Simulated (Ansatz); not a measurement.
Consider Mg2C (space group Pn-3m, No. 224; a = 4.839 Å; a hypothetical phase, not in the database extracts checked). Axes: x, y, z lie along the cube axes.

(Cell as relaxed with PBE.)

Levels (all Ansatz, a first-principles code, PAW): PBE (420 eV, no spin-orbit coupling); PBEsol (420 eV, no spin-orbit coupling).

Each level relaxes its own structure.

```json
[
 {"base": "volume per atom", "PBE": "18.89 Å³", "PBEsol": "18.53 Å³"},
 {"base": "lattice parameter a", "PBE": "9.145 bohr", "PBEsol": "9.087 bohr"},
 {"base": "band gap", "PBE": "zero", "PBEsol": "zero"}
]
```

Now apply this change: the cell is compressed by 1.20 % along y with no lateral relaxation; the atoms relax in the strained cell.

| quantity | PBE | PBEsol |
|---|---|---|
| valley order (the lowest conduction-band minima on the path, energy above the VBM, named in the base's zone) | Γ 0.01 eV; M along [011] 1.10 eV; M along [101] 1.15 eV | Γ 0.01 eV; M along [011] 1.10 eV; M along [101] 1.15 eV |
| shortest interatomic distance | 3.944 bohr | 3.919 bohr |
| pressure (mean of the normal stresses, compression positive) | 0.7 GPa | 0.7 GPa |
| energy relative to the base (free energy F) | +0.5 meV/atom | +0.5 meV/atom |

PBE's shortest interatomic distance lies 0.025 bohr above PBEsol's (0.6 %); the two agree on the valley order, pressure and energy relative to the base. Neither level is exact; PBEsol is the comparison here, not a measurement.

Stability against distortions was not tested. All final runs are without spin polarisation. Gaps under 0.05 eV, about the width of the smearing, are given as zero. A zero or small gap of Mg2C can be the functional's error rather than a property of the material.
